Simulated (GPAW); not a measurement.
Input and output of a self-consistent single point for Si (P1, 4 atoms in the cell) (GPAW).

Computed with LDA (Perdew-Wang 92), GPAW PAW datasets LDA (gpaw-data 1.0.1) (plane waves; GPAW).

The change in words: lattice scaled by 0.98. Reference geometry:
```
CELL_PARAMETERS angstrom
      3.83132     0.00000     0.00000
     -1.91566     3.31802     0.00000
      0.00000     0.00000     6.33262
ATOMIC_POSITIONS crystal
  Si 0.32960 0.66628 0.06911
  Si 0.66692 0.32876 0.93630
  Si 0.65714 0.32969 0.56058
  Si 0.34633 0.67527 0.43400
```

Reference input (self-consistent single point, DFT LDA (Perdew-Wang 92), plane waves, GPAW PAW datasets LDA (gpaw-data 1.0.1)): mode = pw; ecut = 600 eV; xc = LDA; kpts = 7 7 4; mesh shift (steps) = 0 0 0; occupations.name = fermi-dirac; occupations.width = 0.01 eV; nbands = -6; convergence.density = 1e-05 e/electron; convergence.bands = -4; symmetry.symmorphic = false; symmetry.tolerance = 0.0005. This run's input differs from it in these lines:

```diff
@@ -5,9 +5,9 @@
 atoms = Atoms(['Si', 'Si', 'Si', 'Si'],
-              cell=[[3.831320, 0.000000, 0.000000],
-                    [-1.915660, 3.318020, 0.000000],
-                    [0.000000, 0.000000, 6.332620]],
-              positions=[[-0.013569, 2.210740, 0.437635],
-                         [1.925407, 1.090839, 5.929257],
-                         [1.886161, 1.093908, 3.549972],
-                         [0.033321, 2.240553, 2.748376]],
+              cell=[[3.754694, 0.000000, 0.000000],
+                    [-1.877347, 3.251660, 0.000000],
+                    [0.000000, 0.000000, 6.205968]],
+              positions=[[-0.013297, 2.166526, 0.428882],
+                         [1.886899, 1.069022, 5.810673],
+                         [1.848438, 1.072030, 3.478973],
+                         [0.032655, 2.195742, 2.693409]],
               pbc=True)
```

Log, with long lists cut:

```
     iter     time        total  log10-change:
                         energy   eigst   dens
iter:   1 --:--:--   -24.024020   +0.37
iter:   2 --:--:--   -23.999890   -1.11  -0.79
iter:   3 --:--:--   -24.718200   -0.82  -0.79
iter:   4 --:--:--   -23.738046   -1.78  -0.69
iter:   5 --:--:--   -23.689508   -2.67  -1.22
iter:   6 --:--:--   -23.624691   -2.34  -1.32
iter:   7 --:--:--   -23.624276   -3.35  -1.91
iter:   8 --:--:--   -23.620576c  -3.55  -1.97
iter:   9 --:--:--   -23.620580c  -4.29  -3.07
iter:  10 --:--:--   -23.620560c  -4.76  -3.06
iter:  11 --:--:--   -23.620544c  -5.41  -3.11
iter:  12 --:--:--   -23.620544c  -5.92  -3.67
iter:  13 --:--:--   -23.620544c  -6.20  -3.73
iter:  14 --:--:--   -23.620544c  -6.81  -3.84
iter:  15 --:--:--   -23.620544c  -7.23  -3.89
iter:  16 --:--:--   -23.620544c  -7.53c -3.98
iter:  17 --:--:--   -23.620544c  -8.16c -4.06
iter:  18 --:--:--   -23.620544c  -7.71c -4.11
iter:  19 --:--:--   -23.620544c  -8.93c -4.71
iter:  20 --:--:--   -23.620544c  -9.53c -4.79
iter:  21 --:--:--   -23.620544c  -8.59c -4.83
iter:  22 --:--:--   -23.620544c -10.08c -5.07c
Converged after 22 iterations.

Dipole moment: (0.007709, -0.005501, 0.114627) |e|*Ang

Energy contributions relative to reference atoms: (reference = -31434.852732)

Kinetic:        +42.290995
Potential:      -36.171943
External:        +0.000000
XC:             -29.688117
Entropy (-ST):   -0.000193
Local:           -0.051383
SIC:             +0.000000
--------------------------
Free energy:    -23.620640
Extrapolated:   -23.620544

Showing only first 2 kpts
 Kpt  Band  Eigenvalues  Occupancy
  0     6      5.93308    2.00000
  0     7      6.18952    0.40599
  0     8      7.06852    0.00000
  0     9      7.74116    0.00000

  1     6      5.57314    2.00000
  1     7      5.78430    2.00000
  1     8      7.26987    0.00000
  1     9      8.07133    0.00000

Fermi level: 6.17585

No gap
No difference between direct/indirect transitions
Energy (eV): -23.620544

Forces in eV/Ang:
  0 Si    0.31083   -0.14960   -0.85163
  1 Si   -0.31982    0.15481    0.11721
  2 Si    0.77695    0.49863    0.21893
  3 Si   -0.76796   -0.50383    0.51547

Stress tensor:
    -0.016797     0.005696    -0.008477
     0.005696    -0.031000    -0.002806
    -0.008477    -0.002806    -0.036057
Stress (GPa, Voigt): [-2.6912 -4.9668 -5.7769 -0.4495 -1.3581  0.9126]
```

The run converged in 22 iterations. GPAW prints stress with tension positive. Against the reference run the free energy rises by 9.3 meV/atom, the pressure goes from -1.66 to 4.48 GPa and the largest force goes from 0.968 to 1.053 eV/Å.

The starting cell comes from a database of computed structures (which also holds hypothetical and non-ambient phases and stackings), without a prior relaxation at this level. Its atoms were displaced at random from the sites of space group no. 194. For this run, on top of that: lattice scaled by 0.98. With a pressure of about 4 GPa the cell is away from its equilibrium volume at this level. Forces in this geometry exceed 1 eV/Å.

Cost on one core of a shared machine: roughly 2 min.
